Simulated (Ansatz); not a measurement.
Start from ZnAu in the CsCl type structure (space group Pm-3m, No. 221; a = 3.187 Å).

The values are results of PBE (Ansatz, a first-principles code, PAW, spin-orbit coupling left out), not measurements.

For the base:

| Item | Value |
|---|---|
| Lattice parameter a | 3.187 Å |

One thing is altered: cell and atoms relaxed at a pressure of 5 GPa.

Task: What does the calculation give for the lattice parameter a after the change?

Result: The lattice parameter a decreases by 0.041 Å (3.187 Å → 3.146 Å).

Load acts through the strain it causes; cell and atoms are relaxed under it. No phonon test of stability was made. Competing high-pressure phases were not computed.
